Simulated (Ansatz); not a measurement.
# What x(Pd) = 0.75, 4 atoms, Pmm2 does to Ru

Consider Ru in the hcp (Mg type) structure (space group P6_3/mmc, No. 194; a = 2.7046 Å, c = 4.2601 Å).

The other end (x = 1) is Pd in the hcp (Mg type) structure (space group P6_3/mmc, No. 194; a model cell, its experimental status unchecked): 15.00 Å³/atom, gap zero; this end may not be an ambient phase.

One thing is altered: Pd replaces 75.0 % of the Ru, ordered in a cell of 4 atoms (starting symmetry Pmm2) and fully relaxed.

Computed with DFT with r2SCAN, PAW potentials and a 500 eV plane-wave cutoff in Ansatz (a quantum-chemistry and plane-wave program), spin-orbit coupling left out. k-mesh 17×11×10 (Γ-centred); smearing 0.05 eV (Fermi–Dirac), for the changed cell.

The shortest interatomic distance goes up by 0.064 Å to 2.705 Å and the band gap is still zero. The mixing energy amounts to +0.17 eV/atom (to 0.01 eV only: unlike meshes or grids) (against an end that may be hypothetical) and the deviation of the volume from the linear (Vegard-type) interpolation amounts to -0.5 %.

Each cell is one ordered arrangement of few atoms, which overstates ordering effects compared with a random alloy. Stability against distortions was not tested. The final runs are not spin-polarised. Pd lies near a magnetic instability that expansion can trigger; it was not tested. Pd3Ru and Pd have a high density of states at the Fermi level and may be magnetic at this level. This is not the structure that Pd has at room temperature and ambient pressure.
